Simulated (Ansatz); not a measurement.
# CdS: energy against strain

CdS (zinc blende, F-43m, 25.382 Å³/atom at rest) under an equal strain ε in the (001) plane with the normal axis free, as in a coherent film. r2SCAN in Ansatz, a plane-wave DFT program (PAW, default set), 500 eV, 10×10×10 Γ-centred mesh, Fermi-Dirac smearing 0.05 eV; ions are relaxed within the symmetry of each cell.

Here s stands for strain and y for E less E0.

```csv
strain (%),E less E0 (meV/atom)
-1.50,1.71
-1.00,0.76
-0.50,0.19
0.00,0.00
0.50,0.18
1.00,0.71
1.50,1.57
3.00,?
```

Q: Fit y against s with a parabola, and predict the withheld value at s = 3.00.

A: Least squares gives y = 0.003 - 0.0379·s + 0.7281·s². Residuals (row less fit): 0.012, -0.009, -0.014, -0.003, 0.014, 0.017, -0.014; standard error 0.017 (degrees of freedom: 4). Twice the quadratic coefficient over the volume, 2 × 0.7281 meV × 10⁴ × 0.1602 / 25.382 Å³, is twice the biaxial elastic modulus of this plane = 92 ± 0.9 GPa. At the withheld row, y = 0.003 - 0.0379 × 3.0 + 0.7281 × 3.0² = 6.442 meV/atom. The calculation gives 6.04 meV/atom, 0.402 meV/atom below the prediction (6.7 % of the range of y in the table). The row lies outside the fitted rows, so this is an extrapolation. From the scatter of the fitted rows alone, a prediction at this place has a standard error of 0.064 meV/atom, so the miss is 6.3 times that.

One order more, fitted to all 13 runs of the series, follows each within 0.01, so the miss is the next term of a smooth law. CdS is here a metastable form; wurtzite is the usual one. Rows are the converged runs of the series near zero and its far end; series whose fitted rows scatter by over a few per cent of the range, as at a crossing or softening among them, aren't shown in this form. Most that stay on the fit to the last digits aren't either.
